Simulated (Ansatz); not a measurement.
The reference is Pb in the fcc (Cu type) structure (space group Fm-3m, No. 225; relaxed with 0.1 eV smearing).

```yaml
crystal:
  lattice:
    - [0.00000, 2.46707, 2.46707]
    - [2.46707, 0.00000, 2.46707]
    - [2.46707, 2.46707, 0.00000]
  atoms:
    - { symbol: Pb, position: [0.00000, 0.00000, 0.00000] }
```

The values are results of Kohn–Sham DFT with the PBEsol functional, run in Ansatz (a program for electronic structure) with PAW and 420 eV plane waves, spin-orbit coupling left out, not measurements.

Strains are applied to the cell and any free atomic positions relax.

One change was made to it. Results:

| quantity | base | after |
|---|---|---|
| pressure | 0.0 GPa | -2.4 GPa |
| energy relative to the base (free energy F) | 0 meV/atom | +15 meV/atom |
| band gap | zero | zero |

Which of these changes matches the shifts?
(A) isotropic strain +0.50 %
(B) isotropic strain +2.00 %
(C) isotropic strain −3.00 %
(D) isotropic strain −2.00 %

B, isotropic strain +2.00 %. For comparison, the energy relative to the base in the other runs: isotropic strain +0.50 % gives +1.0 meV/atom; isotropic strain −3.00 % gives +40 meV/atom; isotropic strain −2.00 % gives +17 meV/atom.

No phonon test of stability was made.
